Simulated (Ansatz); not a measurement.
Amorphous Te16Zn4O36, 56 atoms at 4.59 g/cm³, one PBE-relaxed geometry, zone centre. Methods: PBE, scalar-relativistic without spin-orbit coupling (Ansatz, a program for electronic structure); r2SCAN, scalar-relativistic without spin-orbit coupling (Ansatz); HSE06, scalar-relativistic without spin-orbit coupling (Ansatz). Plane waves to 420 eV (r2SCAN 500 eV); exact exchange is cut at the cell's faces. The higher rungs were started with moments on some atoms, which died out.

Preparation: random packing, a CHGNet melt and quench, and a DFT relaxation. O atoms were pushed apart under 1.9 Å during the dynamics, to hinder bonds among them. The hot cell started wider than the set density and was brought back towards it in steps. It is the lowest in DFT energy of 2 quenches. It is a model cell: composition and starting density were chosen by hand, and all elements were melted together. No dispersion term was used. Its density started from a set value of 5.28 and ended at 4.59 g/cm³. Cooling (nominally 310 K/ps over its main leg) ran many orders faster than in experiment, which tends to leave more defects and strain. Values belong to this one cell and scatter from quench to quench. Volume and shape were free in the relaxation. On a 2×2×2 Γ-centred mesh force components of up to 0.16 eV/Å stay, since the relaxation ran on the zone centre alone.

The relaxation ran on the zone centre alone. At PBE the gap is 2.71 eV on a 2×2×2 Γ-centred mesh, and the spacing at the zone centre alone 2.73 eV.

Task: What zone-centre spacing does r2SCAN give, roughly?

Result: 3.04 eV (+0.31 eV against PBE).

Task: What zone-centre spacing does HSE06 give, roughly?

Result: 3.83 eV (+1.10 eV against PBE).

The highest filled and the lowest empty state spread over these numbers of atoms (participation numbers): PBE: 11.7 and 23.5; r2SCAN: 10.8 and 22.7; HSE06: 9.9 and 22.1.
